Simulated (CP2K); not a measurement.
# Input and output of a self-consistent single point for MnS (Fm-3m, 4 atoms in the cell) (CP2K)

Computed with PBE, GPW, DZVP-MOLOPT-SR-GTH basis, GTH-PBE potentials (GTH_POTENTIALS) run with CP2K.

Input as run:

```
&GLOBAL
  PROJECT bulk
  RUN_TYPE ENERGY_FORCE
  PRINT_LEVEL MEDIUM
&END GLOBAL
&FORCE_EVAL
  METHOD Quickstep
  STRESS_TENSOR ANALYTICAL
  &DFT
    BASIS_SET_FILE_NAME BASIS_MOLOPT
    POTENTIAL_FILE_NAME GTH_POTENTIALS
    UKS T
    MULTIPLICITY 1
    &QS
      METHOD GPW
      EPS_DEFAULT 1E-11
    &END QS
    &MGRID
      CUTOFF 600
      REL_CUTOFF 40
      NGRIDS 5
    &END MGRID
    &SCF
      SCF_GUESS ATOMIC
      EPS_SCF 1E-7
      MAX_SCF 100
      ADDED_MOS 8 8
      &DIAGONALIZATION
        ALGORITHM STANDARD
      &END DIAGONALIZATION
      &MIXING
        METHOD BROYDEN_MIXING
        ALPHA 0.2
        NBUFFER 12
      &END MIXING
      &SMEAR ON
        METHOD FERMI_DIRAC
        ELECTRONIC_TEMPERATURE [K] 580.23
      &END SMEAR
    &END SCF
    &KPOINTS
      SCHEME MONKHORST-PACK 4 4 4
      GAMMA_CENTERED T
    &END KPOINTS
    &XC
      &XC_FUNCTIONAL PBE
      &END XC_FUNCTIONAL
    &END XC
    &PRINT
      &MO
        EIGENVALUES T
        OCCUPATION_NUMBERS T
        NDIGITS 8
        FILENAME mo
        &EACH
          QS_SCF 0
        &END EACH
        ADD_LAST NUMERIC
      &END MO
      &MULLIKEN ON
      &END MULLIKEN
    &END PRINT
  &END DFT
  &SUBSYS
    &CELL
      A 6.55235800 0.00000000 0.00000000
      B 5.46029800 3.62195200 0.00000000
      C 5.46029800 1.64634200 3.22615800
      PERIODIC XYZ
    &END CELL
    &COORD
      Mn1      0.00000000     0.00000000     0.00000000
      Mn2      8.73647700     2.63414700     1.61307900
      S        4.36823850     1.31707350     0.80653950
      S       13.10471550     3.95122050     2.41961850
    &END COORD
    &KIND Mn1
      ELEMENT Mn
      BASIS_SET DZVP-MOLOPT-SR-GTH-q15
      POTENTIAL GTH-PBE-q15
      MAGNETIZATION 5
    &END KIND
    &KIND Mn2
      ELEMENT Mn
      BASIS_SET DZVP-MOLOPT-SR-GTH-q15
      POTENTIAL GTH-PBE-q15
      MAGNETIZATION -5
    &END KIND
    &KIND S
      BASIS_SET DZVP-MOLOPT-SR-GTH-q6
      POTENTIAL GTH-PBE-q6
    &END KIND
  &END SUBSYS
  &PRINT
    &FORCES ON
    &END FORCES
    &STRESS_TENSOR ON
    &END STRESS_TENSOR
  &END PRINT
&END FORCE_EVAL
```

Output, abridged:

```
 GLOBAL| Method name                                                        CP2K
 GLOBAL| Project name                                                       bulk
 GLOBAL| Run type                                                   ENERGY_FORCE

 CELL| Volume [angstrom^3]:                                            76.564234
 CELL| Vector a [angstrom]:       6.552     0.000     0.000   |a| =     6.552358
 CELL| Vector b [angstrom]:       5.460     3.622     0.000   |b| =     6.552358
 CELL| Vector c [angstrom]:       5.460     1.646     3.226   |c| =     6.552358
 CELL| Angle (b,c), alpha [degree]:                                    33.557310
 CELL| Angle (a,c), beta  [degree]:                                    33.557311
 CELL| Angle (a,b), gamma [degree]:                                    33.557310
 CELL| Numerically orthorhombic:                                              NO
 CELL| Periodicity                                                           XYZ

 DFT| Spin unrestricted (spin-polarized) Kohn-Sham calculation               UKS
 DFT| Multiplicity                                                             1
 DFT| Number of spin states                                                    2
 DFT| Charge                                                                   0
 DFT| XC density smoothing                                                  NONE
 DFT| XC derivatives                                                          PW

 QS| Method:                                                                 GPW
 QS| Density plane wave grid type                        NON-SPHERICAL FULLSPACE
 QS| Number of grid levels:                                                    5
 QS| Density cutoff [a.u.]:                                                300.0
 QS| Multi grid cutoff [a.u.]: 1) grid level                               300.0
   [... lines left out ...]
 *******************************************************************************

 Extrapolation method: initial_guess

 Spin 1
 Re-scaling the density matrix to get the right number of electrons for spin 1
                  # Electrons              Trace(P)               Scaling factor
                           21                21.000                        1.000

 Spin 2
 Re-scaling the density matrix to get the right number of electrons for spin 2
                  # Electrons              Trace(P)               Scaling factor
                           21                21.000                        1.000

 Spin 1

 Number of electrons:                                                         21
 Number of occupied orbitals:                                                 21
 Number of molecular orbitals:                                                29

 Spin 2

 Number of electrons:                                                         21
 Number of occupied orbitals:                                                 21
 Number of molecular orbitals:                                                29

 Number of orbital functions:                                                 78
 Number of independent orbital functions:                                     78
 SCF WAVEFUNCTION OPTIMIZATION

  Step     Update method      Time    Convergence         Total energy    Change
     1 NoMix/Diag. 0.20E+00      -     0.90685257      -228.8566619125 -2.29E+02
     2 Broy./Diag. 0.20E+00      -     0.02251725      -227.6838911243  1.17E+00
     3 Broy./Diag. 0.20E+00      -     0.04005990      -228.1256280666 -4.42E-01
     4 Broy./Diag. 0.20E+00      -     0.01562860      -228.4677838018 -3.42E-01
     5 Broy./Diag. 0.20E+00      -     0.01102255      -229.0751410630 -6.07E-01
     6 Broy./Diag. 0.20E+00      -     0.00307558      -228.8098218525  2.65E-01
     7 Broy./Diag. 0.20E+00      -     0.00141048      -228.7502156749  5.96E-02
   [... 8 lines left out ...]
    16 Broy./Diag. 0.20E+00      -     0.00000119      -228.7363142087  1.34E-04
    17 Broy./Diag. 0.20E+00      -     0.00000048      -228.7362754664  3.87E-05
    18 Broy./Diag. 0.20E+00      -     0.00000040      -228.7362904236 -1.50E-05
    19 Broy./Diag. 0.20E+00      -     0.00000012      -228.7362766958  1.37E-05
    20 Broy./Diag. 0.20E+00      -     0.00000006      -228.7362836286 -6.93E-06
  *** SCF run converged in    20 steps ***

  Electronic density on regular grids:        -41.9999999985        0.0000000015
  Core density on regular grids:               41.9999999998       -0.0000000002
  Total charge density on r-space grids:        0.0000000013
  Total charge density g-space grids:           0.0000000013

  Overlap energy of the core charge distribution:               0.00000000000000
  Self energy of the core charge distribution:               -396.14720660848337
  Core Hamiltonian energy:                                    107.45151482686073
  Hartree energy:                                              87.87185973255372
  Exchange-correlation energy:                                -27.91245157453708
  Electronic entropic energy:                                  -0.00000000501703
  Fermi energy:                                                 0.27025212622572

  Total energy:                                              -228.73628362862300
  Total energy (extrapolated to T->0):                       -228.73628362611447

  Integrated spin density:                                          0.0000000000
  Integrated absolute spin density:                                 9.2590844021

                     Mulliken Population Analysis

 #  Atom  Element  Kind  Atomic population (alpha,beta) Net charge  Spin moment
       1     Mn       1         9.536324     4.868932     0.594744     4.667392
       2     Mn       2         4.868932     9.536324     0.594744    -4.667392
       3     S        3         3.297372     3.297372    -0.594744     0.000000
       4     S        3         3.297372     3.297372    -0.594744    -0.000000
 # Total charge and spin       21.000000    21.000000    -0.000000     0.000000

 ENERGY| Total FORCE_EVAL ( QS ) energy [hartree]           -228.736280954592559

 FORCES| Atomic forces [hartree/bohr]
 FORCES|   Atom     x               y               z               |f|
 FORCES|      1  1.33124759E-09  5.77922301E-10  3.04543504E-10   1.48288944E-09
 FORCES|      2 -1.33169710E-09 -5.77974217E-10 -3.04675902E-10   1.48334041E-09
 FORCES|      3  1.10982722E-14  2.45266277E-15 -5.55965532E-15   1.26529431E-14
 FORCES|      4 -5.49346329E-15 -4.40687233E-16 -5.08904652E-15   7.50138245E-15
 FORCES| Sum    -4.43909016E-13 -4.99043216E-14 -1.43046849E-13
 FORCES| Total atomic force                                       4.69050165E-13

 STRESS| Analytical stress tensor [bar]
 STRESS|                        x                   y                   z
 STRESS|      x       -8.10871164003E+04  -2.13000341042E+03  -1.30433365920E+03
 STRESS|      y       -2.13000341042E+03  -7.46648529997E+04  -3.93292987920E+02
 STRESS|      z       -1.30433365920E+03  -3.93292987920E+02  -7.42633959962E+04
 STRESS| 1/3 Trace                                            -7.66717884654E+04
```

The run converged in 20 iterations.

The starting cell has typed, rounded lattice constants, without a prior relaxation at this level. Its lattice was rescaled by a random factor within 2.5 % of one. The magnetic order is the one reached from the typed start; others were not searched systematically. Values carry the incompleteness of an atom-centred basis. With a pressure of about -8 GPa the cell is away from its equilibrium volume at this level.

Cost on one core of a shared machine: roughly 2 min.
